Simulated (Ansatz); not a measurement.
**How far PBE and PBEsol part for hypothetical CsCl type TiS, isotropic strain −4.98 %**

Base system: TiS in the CsCl type structure (space group Pm-3m, No. 221; a = 3.054 Å; a hypothetical phase, not in the database extracts checked; relaxed with 0.1 eV smearing).

(Cell as relaxed with PBE.)

Levels (all Ansatz, an electronic-structure program, PAW): PBE (420 eV, no spin-orbit coupling); PBEsol (420 eV, no spin-orbit coupling).

Each level relaxes its own structure.

| base | PBE | PBEsol |
|---|---|---|
| volume per atom | 14.24 Å³ | 13.64 Å³ |
| lattice parameter a | 3.054 Å | 3.011 Å |
| band gap | zero | zero |

The change: an isotropic linear strain of −4.98 %, atoms relaxed at fixed cell.

| quantity | PBE | PBEsol |
|---|---|---|
| band gap | zero | ___ |
| energy relative to the base (free energy F) | +163 meV/atom | ___ |
| pressure | 29.6 GPa | ___ |

Problem. Given the PBE results, estimate those of PBEsol.

Solution. 
- band gap, PBEsol: zero
- energy relative to the base (free energy F), PBEsol: +176 meV/atom
- pressure, PBEsol: 33.3 GPa

PBE's energy relative to the base lies 12 meV/atom below PBEsol's; PBE's pressure lies 3.61 GPa below PBEsol's; the two agree on the band gap. Neither level is exact; PBEsol is the comparison here, not a measurement.

Whether these cells are dynamically stable was not tested. All final runs are without spin polarisation.
